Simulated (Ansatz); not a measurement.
Data:

```
CELL_PARAMETERS angstrom
      4.48084     0.00000     0.00000
      0.00000     4.48084     0.00000
      0.00000     0.00000     4.48084
ATOMIC_POSITIONS crystal
  Sc 0.00000 0.50000 0.50000
  Sc 0.50000 0.00000 0.50000
  Sc 0.50000 0.50000 0.00000
  Sn 0.00000 0.00000 0.00000
  C  0.50000 0.50000 0.50000
```

Method: PBEsol, DFPT electron-phonon coupling, linearised Boltzmann equation (plane waves, PAW, scalar-relativistic; Ansatz, a program for electronic structure). How the cell was made: relaxed with this functional, without spin-orbit coupling.

Problem. Estimate the phonon-limited resistivity at 300 K, by direction if it differs.

Solution. 23 μΩ·cm.

Problem. And the electrons' mean free path at that temperature?

Solution. 8.6 nm, weighted by the current that each state carries. Wires not much wider than this gain resistivity from their walls.

A metal at this level (no band gap). Only scattering by harmonic phonons is included (no impurities, grain boundaries, electron-electron scattering or thermal expansion). Spin-orbit coupling is left out. Halving the electron mesh (20x20x20) moves the resistivity by up to 1 % at 300 K, the mean free path by up to 3 %. Smearing 0.20 eV; phonons on a 3x3x3 q mesh, which this run doesn't test.

Computed structure, not matched to a measured one here, so possibly hypothetical: Sc3SnC (Pm-3m).
